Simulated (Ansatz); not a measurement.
# TaS2, thickness series

Take TaS2 in the CdI2 type structure (space group P-3m1, No. 164; a = 3.275 Å, c = 5.588 Å; layered, stacked along the Cartesian z axis) as the base.

Free-standing slabs (3 atom(s) a layer) normal to the stacking axis with 15 Å of vacuum; in-plane cell relaxed.

The values are results of PBEsol-D3(BJ) (Ansatz, a program for electronic structure), no spin-orbit coupling, earlier PAW set, not measurements.

Candidates:
(a) 1 layer
(b) 2 layers
(c) 3 layers

For the base:

The In-plane lattice parameter a is 3.275 Å.

Question: Order them by in-plane lattice parameter a, highest first.

Answer: (a) 1 layer (3.301 Å), (b) 2 layers (3.288 Å), (c) 3 layers (3.283 Å)

Stability against distortions was not tested. The final runs are not spin-polarised. An odd electron count without spin: TaS2.
